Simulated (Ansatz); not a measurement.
The starting structures come from a database of crystals and need not be the phases stable at ambient conditions.

 Where the default PAW files enter, the runs use the earlier of Ansatz's two default sets.

Inside the gap of an insulator the Bloch states are evanescent, with a wavenumber k + iκ along the transport direction.

```xyz
6
Lattice="4.1123 0.0000 0.0000 0.0000 7.2514 0.0000 0.0000 0.0000 4.1123" Properties=species:S:1:pos:R:3 pbc="T T T"
Pb     2.0561     1.5078     0.0000
Pb     0.0000     5.7436     2.0561
Cl     0.0000     2.5681     2.0561
Cl     2.0561     4.6833     0.0000
F      2.0561     0.0000     2.0561
F      0.0000     0.0000     0.0000
```

Space group of this cell: P4/nmm. The cell was relaxed by PBE-D3(BJ); by PBEsol its mean pressure is -1.8 GPa.

Transport runs along the normal of the first two printed cell vectors, the (100) plane of the conventional cell.

The gap is the functional's own. No spin-orbit coupling. Mid-gap values are interpolated on the energy grid.

Task: Estimate the band gap and the smallest decay constant κ at mid-gap that PBEsol run with Ansatz (a program for electronic structure) returns for this system.

Result: Gap 3.38 eV on a 8×4×8 mesh; κ = 0.345 1/Å, at (0.375, 0.500) of the in-plane reciprocal vectors. At the zone centre, at the nearest computed energy, the slowest state has κ = 0.46 1/Å.
